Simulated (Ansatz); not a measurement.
The starting structures come from a database of crystals and need not be the phases stable at ambient conditions.

 Where the default PAW files enter, the runs use the earlier of Ansatz's two default sets.

Given:

```
CELL_PARAMETERS angstrom
      4.21588     0.00000     0.00000
      0.00000     7.27099     0.00000
      2.10794     0.00000     3.65106
ATOMIC_POSITIONS crystal
  Sr 0.00000 0.00000 0.00000
  Zn 0.66667 0.62868 0.66667
  Zn 0.33333 0.37132 0.33333
  As 0.66667 0.27210 0.66667
  As 0.33333 0.72790 0.33333
```

Space group of this cell: P-3m1. The cell is taken as given.

Transport runs along the normal of the first two printed cell vectors, the (100) plane of the conventional cell.

The gap is the functional's own, uncorrected, and κ follows it; spin-orbit coupling is left out. Mid-gap values are interpolated between the computed energies.

State the band gap and the smallest decay constant κ at mid-gap according to r2SCAN run with Ansatz (a program for electronic structure).

Gap 0.72 eV on a 8×4×8 mesh; κ = 0.071 1/Å, at the zone centre.
